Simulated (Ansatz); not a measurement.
## By hand: formation energy of Pt_Al in Al (fcc, Fm-3m)

Consider the formation energy of Pt_Al in Al (fcc, Fm-3m). Reaction: 63 Al (fcc) + Pt (fcc) → cell A.

A: a supercell of 64 sites of Al (fcc, Fm-3m) with Pt on an Al site (12 Al at 2.83 Å); spin state with PBE: run without spin.

Setting: static, neutral cells in Ansatz (PAW) whose structures rest at the PBE level. Ansatz (a program for electronic structure) runs with its default PAW set. Larger cells are relaxed from a start prepared with the learned potential CHGNet, on a coarser mesh till forces fall under 0.03 eV/Å, which some starts already meet. A dispersion term (D3(BJ), or D4 for r2SCAN) was computed beside these levels and is taken off wherever the name lacks it. The runs are scalar-relativistic, without spin-orbit coupling. Mesh and cell size may move defect energies by 0.1 eV or more. Cell A has symmetry Fm-3m and got no random move, so less symmetric positions, which may lie lower, weren't tried.

Total energies of the cells in eV, at zero smearing width. They compare only within one column; the weights balance every element.

| cell | atoms | weight | PBE |
|---|---|---|---|
| A: Al:Pt_Al | 64 | +1 | -46387.80395 |
| Al (fcc) | 64 | −63/64 | -34400.48348 |
| Pt (fcc) | 1 | −1 | -12523.01641 |

PBE: (-46387.80395) − 63/64 × (-34400.48348) − (-12523.01641) = -1.812 eV.
